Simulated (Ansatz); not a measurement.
**Hypothetical P6_3/mmc PbI2, point defects**

Base system: a 12-atom supercell of PbI₂ in the 2H-MoS2 type structure (space group P6_3/mmc, No. 194; a hypothetical phase, not in the database extracts checked) at its relaxed geometry.

```yaml
crystal:
  lattice:
    - [6.59497, -3.80761, 0.00000]
    - [2.19832, 3.80761, 0.00000]
    - [0.00000, 0.00000, 14.84673]
  atoms:
    - { symbol: Pb, position: [0.83333, 0.50000, 0.75000] }
    - { symbol: Pb, position: [0.33333, 0.00000, 0.75000] }
    - { symbol: Pb, position: [0.16667, 0.50000, 0.25000] }
    - { symbol: Pb, position: [0.66667, 0.00000, 0.25000] }
    - { symbol: I, position: [0.83333, 0.50000, 0.11211] }
    - { symbol: I, position: [0.33333, 0.00000, 0.11211] }
    - { symbol: I, position: [0.16667, 0.50000, 0.61211] }
    - { symbol: I, position: [0.66667, 0.00000, 0.61211] }
    - { symbol: I, position: [0.16667, 0.50000, 0.88789] }
    - { symbol: I, position: [0.66667, 0.00000, 0.88789] }
    - { symbol: I, position: [0.83333, 0.50000, 0.38789] }
    - { symbol: I, position: [0.33333, 0.00000, 0.38789] }
```

One neutral defect a cell, atoms relaxed at fixed cell.

Computed with Ansatz (a quantum-chemistry and plane-wave program), PBE-D3(BJ), PAW, cutoff 420 eV, without spin-orbit coupling.

```tsv
case	pressure	largest displacement of a host atom from its site in the perfect cell
perfect supercell	0.0 GPa	–
H interstitial (started 2.78 Å from the nearest host atom), symmetric start	-0.1 GPa	0.02 Å
Pb vacancy	0.1 GPa	___
I interstitial (started 2.78 Å from the nearest host atom), symmetric start	2.2 GPa	0.75 Å
Rh on a I site, symmetric start	-0.5 GPa	2.49 Å
I on a Pb site (antisite)	0.0 GPa	0.57 Å
```

What belongs in the blanks?


- Pb vacancy, largest displacement of a host atom from its site in the perfect cell: 2.35 Å

Other magnetic orders, which the real material may have, were not ruled out. The cell is small, so the values are those of an ordered compound at a high defect concentration; dilute-limit values will differ. The mesh was chosen for an insulator and is coarse for the gapless case. Defects with a symmetric start kept the site's symmetry and may sit on a saddle; the others started slightly shaken. Starting moments died away, wholly or in part, for Pb vacancy and Rh on a I site; another magnetic solution may exist. The program warned that a D3 coordination switch lies within reach, so dispersion energies are less smooth here.
